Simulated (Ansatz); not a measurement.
The reference is GaS in the beta-GaS type structure (space group P6_3/mmc, No. 194; a = 3.534 Å, c = 15.039 Å; layered, stacked along the Cartesian z axis). Axes: x lies along a and z along c of the hexagonal cell.

The values are results of PBEsol-D3(BJ) in Ansatz (plane waves to 420 eV, PAW, no SOC), not measurements.

For the base:

Smallest direct gap: 1.73 eV
Valence-band top at Γ: 0.00, -1.45, -1.45 eV
Width of the top valence band: 2.17 eV
Gap character: indirect, Γ → M

It is then changed as follows: the cell is stretched by 5.02 % along z with no lateral relaxation, atoms relaxed at fixed cell.

Question: How does this affect the smallest direct gap, stress, valence-band top at Γ, width of the top valence band and gap character?

Answer: The smallest direct gap increases by 0.29 eV to 2.02 eV; the stress (xx, yy, zz, yz, xz, xy; compression positive) comes out as (-0.39, -0.39, -1.65, 0.00, 0.00, 0.00) GPa; the valence-band top at Γ (three highest levels, from the VBM) becomes 0.00, -1.15, -1.15 eV (base: 0.00, -1.45, -1.45 eV); the width of the top valence band decreases by 0.25 eV to 1.92 eV; the gap character is still indirect, Γ → M.

The cells carry an imposed strain or load. No phonon test of stability was made.

Ansatz is a program for electronic structure.
